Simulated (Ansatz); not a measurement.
Take YP in the zinc blende structure (space group F-43m, No. 216; a = 6.290 Å; a hypothetical phase, not in the database extracts checked) as the base.

(Cell as relaxed with PBE.)

Levels (all Ansatz, a first-principles code, PAW): PBE (420 eV, spin-orbit coupling left out); r2SCAN (500 eV, no spin-orbit coupling).

Each level relaxes its own structure.

```csv
base,PBE,r2SCAN
volume per atom,31.10 Å³,31.09 Å³
lattice parameter a,6.290 Å,6.289 Å
band gap,1.64 eV,1.94 eV
```

The change: hydrostatic tension (pressure −1 GPa).

```tsv
quantity	PBE	r2SCAN
valley order (the lowest conduction-band minima on the path, energy above the VBM, named in the base's zone)	X along ⟨100⟩ 1.66 eV; a point along ⟨110⟩, about 0.5 Å⁻¹ from Γ 2.90 eV; Γ 2.92 eV	X along ⟨100⟩ 1.95 eV; a point along ⟨110⟩, about 0.5 Å⁻¹ from Γ 3.28 eV; Γ 3.45 eV
shift of the gap caused by the change	+0.02 eV	+0.02 eV
```

Both order the valleys alike; the two agree on the shift of the gap caused by the change. Neither level is exact; r2SCAN is the comparison here, not a measurement.

Load acts through the strain it causes; cell and atoms are relaxed under it. No phonon test of stability was made.
